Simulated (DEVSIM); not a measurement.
Structure: illuminated Si n-on-p cell, one wavelength, with a back-surface field, at 250 K.

```tsv
layer (left to right)	material	thickness (μm)	Nd (cm⁻³)	Na (cm⁻³)	τn (s)	τp (s)	absorption coefficient (cm⁻¹)
1	Si	0.0920	1.2e18	-	0.00017	2e-5	140
2	Si	33.0	-	2.2e15	0.00017	0.00017	140
3	Si	0.450	-	6.2e18	0.00017	0.00017	140
```

Left contact: ohmic, minority hole recombination velocity 100 cm/s. Right contact: ohmic, minority electron recombination velocity 30 cm/s. Voltage is applied to the left contact. Recombination: SRH at mid-gap, radiative, Auger. Gap narrowing is on: ΔEg = 6.92 meV × (l + √(l² + 0.5)), l = ln(N/1.3e17 cm⁻³), shared equally by both band edges. Light enters at the left, 2.8e16 photons cm⁻² s⁻¹, one pass, no reflection. Mobility is μmin + (μ − μmin)/(1 + (N/Nref)^α).

This is a model device: material constants are rounded textbook-type values typed into the input, and sizes, dopings and lifetimes were drawn at random. Values at 300 K; Nc and Nv go as T^1.5, mobilities as T to minus their exponent, the gap by Varshni's rule with the affinity fixed.

```
parameter               Si
----------------  --------
gap (eV)             1.124
affinity (eV)         4.05
permittivity          11.7
Nc (cm⁻³)          2.86e19
Nv (cm⁻³)           3.1e19
μn (cm²/Vs)           1417
μp (cm²/Vs)            470
μn,min                  52
μp,min                  45
Nref,n              9.7e16
Nref,p              2.2e17
αn                    0.68
αp                    0.72
T exponent of μn       2.3
T exponent of μp       2.2
B (cm³/s)          4.7e-15
Cn (cm⁶/s)         2.8e-31
Cp (cm⁶/s)         9.9e-32
Varshni α (eV/K)  0.000473
Varshni β (K)          636
```

Simulated with DEVSIM: 1D drift-diffusion, Boltzmann statistics, complete ionisation; no tunnelling, impact ionisation, image-force lowering or self-heating.

Tabulate band edges, carrier densities and field at -0.9 V on the left contact, in the dark.

Energies count from the Fermi level of the right contact; mesh points crowd at the junctions.

| x (μm) | Ec (eV) | Ev (eV) | n (cm⁻³) | p (cm⁻³) | field (V/cm) |
|---|---|---|---|---|---|
| 0.000 | 0.962 | -0.142 | 1.2e18 | 3.2e16 | -1400 |
| 0.02701 | 0.962 | -0.143 | 1.2e18 | 3.1e16 | ≈ 0 |
| 0.06445 | 0.962 | -0.143 | 1.2e18 | 3.1e16 | 11 |
| 0.09164 | 0.974 | -0.131 | 7.1e17 | 5.3e16 | 33000 |
| 0.1464 | 1.017 | -0.118 | 9.4e16 | 9.6e16 | 55 |
| 0.2601 | 1.017 | -0.118 | 9.4e16 | 9.6e16 | ≈ 0 |
| 0.5587 | 1.017 | -0.118 | 9.4e16 | 9.6e16 | ≈ 0 |
| 1.668 | 1.017 | -0.118 | 9.4e16 | 9.6e16 | ≈ 0 |
| 4.155 | 1.017 | -0.118 | 9.4e16 | 9.6e16 | ≈ 0 |
| 10.09 | 1.017 | -0.118 | 9.4e16 | 9.6e16 | ≈ 0 |
| 21.67 | 1.017 | -0.118 | 9.4e16 | 9.6e16 | ≈ 0 |
| 29.75 | 1.017 | -0.118 | 9.4e16 | 9.6e16 | ≈ 0 |
| 31.80 | 1.017 | -0.118 | 9.4e16 | 9.6e16 | ≈ 0 |
| 32.58 | 1.017 | -0.118 | 9.4e16 | 9.6e16 | ≈ 0 |
| 32.96 | 1.017 | -0.119 | 9.4e16 | 9.6e16 | ≈ 0 |
| 33.05 | 1.018 | -0.118 | 9.2e16 | 9.8e16 | 480 |
| 33.09 | 1.055 | -0.081 | 1.6e16 | 5.5e17 | 50000 |
| 33.12 | 1.054 | -0.029 | 1.7e16 | 6.2e18 | ≈ 0 |
| 33.23 | 1.054 | -0.029 | 1.7e16 | 6.2e18 | ≈ 0 |
| 33.39 | 1.054 | -0.029 | 1.7e16 | 6.2e18 | ≈ 0 |
| 33.49 | 1.054 | -0.029 | 1.7e16 | 6.2e18 | ≈ 0 |
| 33.54 | 1.053 | -0.029 | 1.7e16 | 6.2e18 | -360 |
